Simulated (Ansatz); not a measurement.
Structure of amorphous Ni$_{24}$Si$_{24}$ (periodic cell):

```
NiSi
1.0
    8.25572     0.04212    -0.26308
    0.04212     8.35328    -0.22189
   -0.26308    -0.22189     8.62477
Ni Si
24 24
Direct
  0.31232   0.04596   0.50288
  0.04514   0.05889   0.89861
  0.50079   0.06151   0.91697
  0.17111   0.96846   0.23871
  0.76941   0.10840   0.33625
  0.91007   0.58162   0.82841
  0.39638   0.33295   0.60990
  0.38858   0.63091   0.92437
  0.66104   0.80959   0.31292
  0.88628   0.37944   0.41136
  0.15522   0.76594   0.49258
  0.17050   0.44384   0.79596
  0.58641   0.55772   0.69837
  0.28062   0.89235   0.76816
  0.76778   0.79320   0.60787
  0.94105   0.26507   0.68462
  0.29552   0.43002   0.12158
  0.58436   0.35786   0.29423
  0.05638   0.24681   0.19541
  0.90454   0.71020   0.14011
  0.47376   0.05613   0.22652
  0.68985   0.32333   0.85003
  0.80504   0.85849   0.90088
  0.36597   0.54668   0.39586
  0.42072   0.34132   0.88419
  0.92287   0.86592   0.38034
  0.37988   0.81953   0.34945
  0.08510   0.54642   0.30026
  0.00543   0.54647   0.58707
  0.58980   0.00151   0.50126
  0.67928   0.57774   0.45149
  0.31845   0.26488   0.34546
  0.20643   0.16338   0.71590
  0.97147   0.33002   0.94734
  0.12475   0.62483   0.01112
  0.54796   0.82807   0.76712
  0.51592   0.60237   0.18064
  0.34343   0.87000   0.04867
  0.68020   0.62150   0.95995
  0.31546   0.61473   0.65358
  0.90852   0.99361   0.12053
  0.01975   0.81785   0.73935
  0.67307   0.28462   0.56347
  0.03800   0.13856   0.44705
  0.27097   0.15789   0.04780
  0.76712   0.06837   0.75397
  0.67099   0.17865   0.09304
  0.81013   0.44196   0.16007
```

Calculation: PBE, scalar-relativistic without spin-orbit coupling (plane waves to 420 eV, PAW; Ansatz, a first-principles code). Neutral PBE cell, which sets geometry, pressure and energy: sampling: a 2×2×2 Γ-centred mesh; Fermi-Dirac width 0.1 eV; no spin polarisation.

It comes from a melt-quench run on a machine-learned potential (CHGNet), relaxed afterwards by DFT. The hot cell started wider than the set density and was brought back towards it in steps. It is the lowest in DFT energy of 2 quenches. It is a model cell: composition and starting density were chosen by hand, and all elements were melted together. No dispersion term was used. Its density started from a set value of 5.61 and ended at 5.82 g/cm³. Cooling (nominally 200 K/ps over its main leg) ran many orders faster than in experiment, which tends to leave more defects and strain. A cell of this size samples the disorder only roughly. Volume and shape were free in the relaxation.

Task: Give the pressure, the energy against reference phases and the spacing of the highest filled and lowest empty levels.

Result: 
The pressure on a 2×2×2 Γ-centred mesh is 0.29 GPa, the largest force and stress component on that mesh (the relaxation ran on one k-point at (1/4, 1/4, 1/4)) is 0.24 eV/Å and 0.9 GPa and the energy relative to MnP-type NiSi (lowest mix at this level among the phases computed, not always the ambient ones) is 0.183 eV/atom. The gap on a 2×2×2 Γ-centred mesh (PBE) comes out as within the smearing (under twice its width).

Bonds are counted up to Ni-Ni 3.04 Å, Ni-Si 2.76 Å, Si-Si 2.74 Å.
